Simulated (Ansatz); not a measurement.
# Effect of biaxial strain −3.00 %, plane normal [001], relaxed out of plane on MoSi2

Start from MoSi2 (space group I4/mmm, No. 139; a = 3.174 Å, c = 7.779 Å; relaxed with 0.1 eV smearing). Axes: x, y, z lie along a, b, c of the conventional cell.

It is then changed as follows: compressive biaxial strain of 3.00 % in the plane normal to [001], as in epitaxy on a mismatched substrate; the out-of-plane cell vector and the atoms relax.

Calculations: Ansatz (an electronic-structure program), LDA, PAW, cutoff 420 eV, no SOC. Settings: 25×25×25 k-points, 0.1 eV Fermi–Dirac smearing.

- Volume per atom = 12.45 Å³ (base 13.06 Å³)
- Space group = I4/mmm (No. 139) (base I4/mmm (No. 139))
- Energy relative to the base (free energy F) = +40 meV/atom
- Pressure (mean of the normal stresses, compression positive) = 11.4 GPa (base 0.0 GPa)
- Band gap = zero (base zero)
- Out-of-plane strain = +1.32 %
- Ratio −ε⊥/ε∥ = 0.44
- Mean in-plane stress (compression positive) = +17.1 GPa

Cost of the whole job for the changed cell (relaxation, final SCF and bands): about 100 core-seconds (a rough figure).

Whether these cells are dynamically stable was not tested. The final runs are not spin-polarised.
